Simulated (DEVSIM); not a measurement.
Device: Schottky contact on n-type GaN, at 300 K.

| layer (left to right) | material | thickness (μm) | Nd (cm⁻³) | τn (s) | τp (s) |
|---|---|---|---|---|---|
| 1 | GaN | 9.60 | 8.9e16 | 2.6e-9 | 2.6e-9 |

Left contact: Schottky, work function 5.3 eV, emission velocity 3.9e6 cm/s. Right contact: ohmic. Voltage is applied to the left contact. Recombination: SRH at mid-gap, radiative, Auger. Mobility is μmin + (μ − μmin)/(1 + (N/Nref)^α).

This is a model device: material constants are rounded textbook-type values typed into the input, and sizes, dopings and lifetimes were drawn at random. Values at 300 K; Nc and Nv go as T^1.5, mobilities as T to minus their exponent, the gap by Varshni's rule with the affinity fixed.

```tsv
parameter	GaN
gap (eV)	3.43
affinity (eV)	4.1
permittivity	9.5
Nc (cm⁻³)	2.3e18
Nv (cm⁻³)	4.6e19
μn (cm²/Vs)	1200
μp (cm²/Vs)	100
μn,min	55
μp,min	3
Nref,n	2e17
Nref,p	3e17
αn	1
αp	2
T exponent of μn	1.5
T exponent of μp	2
B (cm³/s)	1e-11
Cn (cm⁶/s)	1e-30
Cp (cm⁶/s)	1e-30
Varshni α (eV/K)	0.00091
Varshni β (K)	830
```

Model (solved in DEVSIM): 1D drift-diffusion, Boltzmann statistics, complete ionisation; no tunnelling, impact ionisation, image-force lowering or self-heating. Metal contacts follow the ideal Schottky-Mott rule: no Fermi-level pinning, no interface dipoles.

Base results: dark forward voltage at 1 A/cm² (V) 0.835; potential step across the device at zero bias (V) 1.116; dark forward voltage at 100 A/cm² (V) 0.964.

Problem. What follows from this one change: temperature 300 → 500 K?

Solution. dark forward voltage at 1 A/cm² 0.835 → 0.560 V; potential step across the device at zero bias 1.116 → 1.027 V; dark forward voltage at 100 A/cm² 0.964 → 0.778 V.

Problem. What follows from this one change: metal work function 5.3 → 5.4 eV?

Solution. dark forward voltage at 1 A/cm² 0.835 → 0.935 V; potential step across the device at zero bias 1.116 → 1.216 V; dark forward voltage at 100 A/cm² 0.964 → 1.064 V.

Problem. What follows from this one change: thickness of layer 1 9.6 → 3.4 μm?

Solution. dark forward voltage at 1 A/cm² little changed (0.835 V); potential step across the device at zero bias little changed (1.116 V); dark forward voltage at 100 A/cm² 0.964 → 0.958 V.
